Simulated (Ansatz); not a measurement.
HfC in the rock salt structure (space group Fm-3m, No. 225)

```cif
data_CHf
_chemical_formula_sum 'C1 Hf1'
_space_group_name_H-M_alt 'P 1'
_space_group_IT_number 1
_cell_length_a 3.28914
_cell_length_b 3.28914
_cell_length_c 3.28914
_cell_angle_alpha 60.000
_cell_angle_beta 60.000
_cell_angle_gamma 60.000
loop_
_space_group_symop_operation_xyz
  'x, y, z'
loop_
_atom_site_label
_atom_site_type_symbol
_atom_site_fract_x
_atom_site_fract_y
_atom_site_fract_z
_atom_site_occupancy
C1 C 0.00000 0.00000 0.00000 1
Hf1 Hf 0.50000 0.50000 0.50000 1
```

All numbers come from Kohn–Sham DFT with the PBE functional, run in Ansatz (a quantum-chemistry and plane-wave program) with PAW and 420 eV plane waves, no spin-orbit coupling. Γ-centred 17×17×17 mesh, Fermi–Dirac width 0.05 eV.

Volume per atom: 12.58 Å³
Density: 12.57 g/cm³
Band gap: zero
Total energy: -7987.071 eV/atom (σ→0; compares only within this code and set-up)

Stability against distortions was not tested. All final runs are without spin polarisation.
